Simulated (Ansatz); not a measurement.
Zr: energy against strain

Zr (hcp, P6_3/mmc, 23.509 Å³/atom at rest, c along z) under a strain ε along a direction in the basal plane (axis x), the other axes held. r2SCAN in Ansatz, a plane-wave DFT program (PAW, default set), 500 eV, 20×20×11 Γ-centred mesh, Fermi-Dirac smearing 0.10 eV; ions are relaxed within the symmetry of each cell.

Here s stands for strain and y for E less E0.

| strain (%) | E less E0 (meV/atom) |
|---|---|
| -3.00 | ? |
| -1.50 | 2.59 |
| -1.00 | 1.14 |
| -0.50 | 0.28 |
| 0.00 | 0.00 |
| 0.50 | 0.29 |
| 1.00 | 1.14 |
| 1.50 | 2.50 |

Task: Fit y against s with a parabola, and predict the withheld value at s = -3.00.

Result: Least squares gives y = 0.004 - 0.0186·s + 1.1305·s². Residuals (row less fit): 0.014, -0.013, -0.016, -0.004, 0.013, 0.024, -0.020; standard error 0.021 (degrees of freedom: 4). Twice the quadratic coefficient over the volume, 2 × 1.1305 meV × 10⁴ × 0.1602 / 23.509 Å³, is the elastic constant C11 = 154 ± 1.3 GPa. At the withheld row, y = 0.004 - 0.0186 × (-3.0) + 1.1305 × (-3.0)² = 10.234 meV/atom. The calculation gives 10.65 meV/atom, 0.416 meV/atom above the prediction (3.9 % of the range of y in the table). The row lies outside the fitted rows, so this is an extrapolation. From the scatter of the fitted rows alone, a prediction at this place has a standard error of 0.081 meV/atom, so the miss is 5.1 times that.

One order more, fitted to all 13 runs of the series, follows each within 0.01, so the miss is the next term of a smooth law. In a metal these values are sensitive to mesh and smearing; energies are taken to zero smearing, stresses follow the free energy. Rows are the converged runs of the series near zero and its far end; series whose fitted rows scatter by over a few per cent of the range, as at a crossing or softening among them, aren't shown in this form. Most that stay on the fit to the last digits aren't either.
